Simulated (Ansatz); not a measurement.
**Short convergence ladders for a (110) slab of TiZn (cut from a parent of space group no. 221; 10 atoms in the cell)**

```xyz
10
Lattice="3.1331 0.0000 0.0000 0.0000 4.4309 0.0000 0.0000 0.0000 22.8618" Properties=species:S:1:pos:R:3 pbc="T T T"
Ti     1.5666     2.2155     7.0000
Zn     0.0000     0.0000     7.0000
Ti     1.5666     0.0000     9.2155
Zn     0.0000     2.2155     9.2155
Ti     1.5666     2.2155    11.4309
Zn     0.0000     0.0000    11.4309
Ti     1.5666     0.0000    13.6464
Zn     0.0000     2.2155    13.6464
Ti     1.5666     2.2155    15.8618
Zn     0.0000     0.0000    15.8618
```

Base method: PBEsol, default PAW files made with PBE (plane waves; Ansatz, an electronic-structure program).

Base settings: basis.ecutwfc = 420 eV; kpoints.mp_grid.grid = 5 4 1; hamiltonian.xc = pbesol; hamiltonian.pseudopotentials = {kind: paw} (the program's default PAW files); scf.occupations.method = gaussian; scf.occupations.width = 0.1 eV.

The count of work is k-points × plane waves × bands × iterations; it is no time. Core times come from one kind of shared machine, to one figure; runs under 30 s give none.

**The vacuum**

The mesh stays at the base's, so the ladder's end is converged at best in this setting alone.

Only quantities that move along the ladder and can be compared are tabulated.

| vacuum between outermost atoms (Å) | free energy less the last step's (meV/atom) | largest difference of a force vector from the last step's (eV/Å) | count of work / last |
|---|---|---|---|
| 3.0 | -176.88 | 0.592 | 0.31 |
| 4.0 | -55.28 | 0.322 | 0.33 |
| 5.0 | -11.30 | 0.123 | 0.39 |
| 6.0 | -1.11 | 0.032 | 0.42 |
| 7.0 | 0.12 | 0.007 | 0.45 |
| 8.0 | 0.10 | 0.002 | 0.43 |
| 10.0 | 0.02 | 0.000 | 0.48 |
| 12.0 | 0.00 | 0.000 | 0.54 |
| 14.0 | 0.00 | 0.000 | 0.59 |
| 17.0 | 0.00 | 0.000 | 0.67 |
| 20.0 | -0.01 | 0.000 | 0.74 |
| 25.0 | 0.00 | 0.000 | 0.87 |
| 30.0 | 0.00 | 0.000 | 1.0 |

Smallest vacuum between outermost atoms (Å) that holds the forces within 0.02 eV/Å of the last step, with all finer ones: 7.0, at 0.45 of the last step's count of work; the step before is off by 0.032 eV/Å.

Smallest vacuum between outermost atoms (Å) that holds the free energy within 5 meV/atom of the last step, with all finer ones: 6.0, at 0.42 of the last step's count of work; the step before is off by 11 meV/atom.

**The k-point mesh**

Only quantities that move along the ladder and can be compared are tabulated.

```tsv
kpoints.mp_grid.grid	free energy less the last step's (meV/atom)	largest difference of a force vector from the last step's (eV/Å)	count of work / last	core time / last (rough)
2 2 1	-97.91	0.274	0.032	–
3 2 1	42.73	0.321	0.041	–
4 3 1	3.74	0.086	0.052	–
5 4 1	5.57	0.034	0.071	–
6 4 1	1.56	0.020	0.095	–
7 5 1	-0.37	0.019	0.095	–
8 6 1	0.50	0.010	0.16	0.2
9 7 1	0.07	0.007	0.16	0.2
10 8 1	0.09	0.004	0.24	0.3
12 9 1	-0.05	0.002	0.25	0.3
14 10 1	0.05	0.001	0.38	0.4
17 12 1	-0.02	0.000	0.45	0.5
20 14 1	0.00	0.001	0.63	0.6
23 16 1	0.00	0.000	0.77	0.8
27 19 1	0.00	0.000	1.0	1
```

Coarsest kpoints.mp_grid.grid that holds the free energy within 2 meV/atom of the last step, with all finer ones: 6 4 1, at 0.095 of the last step's count of work; the step before is off by 5.6 meV/atom.

Coarsest kpoints.mp_grid.grid that holds the forces within 0.005 eV/Å of the last step, with all finer ones: 10 8 1, at 0.24 of the last step's count of work and about 0.3 of the last step's time; the step before is off by 0.007 eV/Å.

**The plane-wave cutoff**

The mesh stays at the base's, so the ladder's end is converged at best in this setting alone.

Only quantities that move along the ladder and can be compared are tabulated.

```csv
basis.ecutwfc,free energy less the last step's (meV/atom),largest difference of a force vector from the last step's (eV/Å),count of work / last
210 eV,4515.25,0.254,0.13
250 eV,1095.78,0.163,0.17
295 eV,161.77,0.030,0.25
355 eV,8.25,0.004,0.30
420 eV,1.27,0.001,0.35
505 eV,0.47,0.000,0.46
630 eV,0.20,0.000,0.71
840 eV,0.00,0.000,1.0
```

Coarsest basis.ecutwfc that holds the forces within 0.005 eV/Å of the last step, with all finer ones: 355 eV, at 0.30 of the last step's count of work; the step before is off by 0.030 eV/Å.

Coarsest basis.ecutwfc that holds the free energy within 5 meV/atom of the last step, with all finer ones: 420 eV, at 0.35 of the last step's count of work; the step before is off by 8.2 meV/atom.

On the base run: the starting cell comes from a database of computed structures (which also holds hypothetical and non-ambient phases and stackings), without a prior relaxation at this level. The slab is cut from that crystal, and its faces are unrelaxed. Its lattice was rescaled by up to half a per cent. Spin polarisation is off. Without a gap this mesh is coarse (it stands for a supercell whose shortest in-plane vector is 16 Å).

Left out of this page: 1 run of the series outside the window shown, repeating another row's setting, or not comparable.

Keys are those of Ansatz 0.2.
